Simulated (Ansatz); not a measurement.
**TiTe2 (model structure, started from the rutile type, P4₂/mnm, No. 136, 6 atoms in the cell): properties by level of theory**

```tsv
level (code)	equilibrium lattice constant a (Å)	c axis length (Å)	formation enthalpy (eV/atom)
PBE (Ansatz)	6.757	3.765	-0.580
PBEsol (Ansatz)	6.683	3.644	-0.593
PBE-D3(BJ) (Ansatz)	6.664	3.679	-0.549
```

Ansatz's density-functional and Hartree–Fock values are scalar-relativistic unless marked +SOC, with PAW data made under PBE.

Computed values are for the static lattice.

A model structure was made by putting elements into a prototype or built by hand; it is no filed structure, need not be a known phase, and can be a saddle point held by its symmetry.

Ansatz is a first-principles code.
